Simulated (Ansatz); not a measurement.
Base system: HgTe in the zinc blende structure (space group F-43m, No. 216).

```yaml
crystal:
  lattice:
    - [0.00000, 3.21750, 3.21750]
    - [3.21750, 0.00000, 3.21750]
    - [3.21750, 3.21750, 0.00000]
  atoms:
    - { symbol: Hg, position: [0.00000, 0.00000, 0.00000] }
    - { symbol: Te, position: [0.25000, 0.25000, 0.25000] }
```

Method: Ansatz (a quantum-chemistry and plane-wave program) LDA, no spin-orbit coupling.

Base values:

Pressure: 0.0 GPa
Band gap: zero

It is then changed as follows: an isotropic linear strain of +3.00 %; the atoms relax in the strained cell.

Question: What does the calculation give for the pressure after the change?

Answer: The pressure goes from zero to -3.3 GPa.

Question: Predict the new energy relative to the base.

Answer: The energy goes up by 35 meV/atom.

Question: Estimate the effect on the band gap.

Answer: The band gap stays zero.

The mesh was chosen for an insulator and is coarse for the gapless case. With Hg and Te present, leaving out spin-orbit coupling can change the band edges. Whether these cells are dynamically stable was not tested. The final runs are not spin-polarised. The zero or small gap of HgTe can change with the level of theory.
